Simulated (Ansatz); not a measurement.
**A computed series for hypothetical CsCl type AuCl: pressure series**

Base system: AuCl in the CsCl type structure (space group Pm-3m, No. 221; a = 3.3980 Å; a hypothetical phase, not in the database extracts checked).

Cell and atoms are relaxed at each pressure.

Computed with plane-wave PAW DFT at the r2SCAN level (Ansatz, a program for electronic structure, 500 eV), spin-orbit coupling left out.

Notes on the quantities. enthalpy: H = E + PV relative to the base's energy.

```json
[
 {"change": "base", "lattice parameter a": "3.398 Å", "enthalpy": "–"},
 {"change": "pressure −2 GPa", "lattice parameter a": "3.434 Å", "enthalpy": "-0.25 eV/atom"},
 {"change": "pressure −1 GPa", "lattice parameter a": "3.415 Å", "enthalpy": "-0.12 eV/atom"},
 {"change": "pressure 3 GPa", "lattice parameter a": "3.354 Å", "enthalpy": "+0.36 eV/atom"},
 {"change": "pressure 7 GPa", "lattice parameter a": "3.306 Å", "enthalpy": "+0.82 eV/atom"},
 {"change": "pressure 15 GPa", "lattice parameter a": "3.235 Å", "enthalpy": "+1.69 eV/atom"},
 {"change": "pressure 30 GPa", "lattice parameter a": "3.142 Å", "enthalpy": "+3.20 eV/atom"},
 {"change": "pressure 50 GPa", "lattice parameter a": "3.057 Å", "enthalpy": "+5.06 eV/atom"},
 {"change": "pressure 75 GPa", "lattice parameter a": "2.982 Å", "enthalpy": "+7.20 eV/atom"},
 {"change": "pressure 100 GPa", "lattice parameter a": "2.925 Å", "enthalpy": "+9.21 eV/atom"}
]
```

Load acts through the strain it causes; cell and atoms are relaxed under it. Stability against distortions was not tested. No other phases were tried under pressure. No Hubbard U is applied, and correlation can decide whether such a compound is a metal. All final runs are without spin polarisation.
